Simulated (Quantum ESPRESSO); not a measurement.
A self-consistent single point of AlP (F-43m, 2 atoms in the cell) with Quantum ESPRESSO.

Method: LDA (PW92), PseudoDojo standard norm-conserving (LDA) pseudopotentials (plane waves; Quantum ESPRESSO 7.5).

```
CELL_PARAMETERS angstrom
     -2.72253     0.00000     2.72253
      0.00000     2.72253     2.72253
     -2.72253     2.72253     0.00000
ATOMIC_POSITIONS crystal
  Al 0.00000 0.00000 0.00000
  P  0.75000 0.75000 0.75000
```

Reference input (self-consistent single point, DFT, PBE, plane waves, PseudoDojo standard norm-conserving (PBE) pseudopotentials): ecutwfc = 45 Ry; occupations = smearing; smearing = gauss; degauss = 0.00147 Ry; potentials = {Al: Al.upf, P: P.upf}; K_POINTS = automatic 8 8 8 0 0 0; conv_thr = 1e-10 Ry. This run's input differs from it in these lines:

```diff
@@ -12,3 +12,3 @@
    ntyp = 2,
-   ecutwfc = 45,
+   ecutwfc = 50,
    occupations = 'smearing',
```

Its files differ too (potentials: PseudoDojo standard norm-conserving (LDA)).

Log, with long lists cut:

```
     Self-consistent Calculation

     iteration #  1     ecut=    50.00 Ry     beta= 0.70

     total energy              =     -18.70140767 Ry
     estimated scf accuracy    <       0.09464786 Ry

     iteration #  2     ecut=    50.00 Ry     beta= 0.70

     total energy              =     -18.72162032 Ry
     estimated scf accuracy    <       0.01455088 Ry

     iteration #  3     ecut=    50.00 Ry     beta= 0.70

     total energy              =     -18.72428588 Ry
     estimated scf accuracy    <       0.00044312 Ry

   [... 3 blocks of this kind left out ...]

     iteration #  7     ecut=    50.00 Ry     beta= 0.70

     total energy              =     -18.72433985 Ry
     estimated scf accuracy    <          1.1E-10 Ry

     iteration #  8     ecut=    50.00 Ry     beta= 0.70
     End of self-consistent calculation

     the Fermi energy is     6.0424 ev

!    total energy              =     -18.72433985 Ry
     estimated scf accuracy    <          5.9E-12 Ry
     smearing contrib. (-TS)   =      -0.00000000 Ry
     internal energy E=F+TS    =     -18.72433985 Ry

     convergence has been achieved in   8 iterations

     Forces acting on atoms (cartesian axes, Ry/au):

     atom    1 type  1   force =     0.00000000    0.00000000    0.00000000
     atom    2 type  2   force =     0.00000000    0.00000000    0.00000000

     Total force =     0.000000     Total SCF correction =     0.000000

          total   stress  (Ry/bohr**3)                   (kbar)     P=       -8.97
  -0.00006097   0.00000000   0.00000000           -8.97        0.00        0.00
   0.00000000  -0.00006097  -0.00000000            0.00       -8.97       -0.00
   0.00000000  -0.00000000  -0.00006097            0.00       -0.00       -8.97

   JOB DONE.
```

The run converged in 8 iterations. Against the reference run the pressure goes from 2.98 to -0.90 GPa and the gap on the mesh goes from 1.560 to 1.439 eV.

The starting cell comes from a database of computed structures (which also holds hypothetical and non-ambient phases and stackings), without a prior relaxation at this level. Its lattice was rescaled by a random factor within 2.5 % of one.
